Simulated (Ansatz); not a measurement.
**A constructed model of the (111)A surface of zinc-blende AlP, Al-terminated, 2x2 Si adatom at T4 (bottom of the slab: 3 H on 4 bottom sites)**

Level of theory: PBE (plane waves to 420 eV, PAW; Ansatz, an electronic-structure program).

Set-up: 44 atoms, 16.4 Å thick at the start with caps and adatoms; mesh 3x3x1; 0.025 eV smearing; dipole correction on; 8 atoms held, the rest relaxed; symmetry of the start imposed; spin-polarised, ending with about 1.0 μB a cell; orders that need a larger cell were not tried, no spin-orbit, no U. In PBE it is, or lies within 0.01 eV a 1x1 cell of, the lowest of the 2 structures of its composition computed so far; subsurface sites and larger cells were not tried.

The gap of the slab on its k-mesh is 0.41 eV, the highest filled level below the top vacuum level is 4.11 eV and the energy released by relaxation is 1.08 eV. The magnetic moment of the cell comes out as 1.00 μB. The cost is very roughly 14 core-minutes.
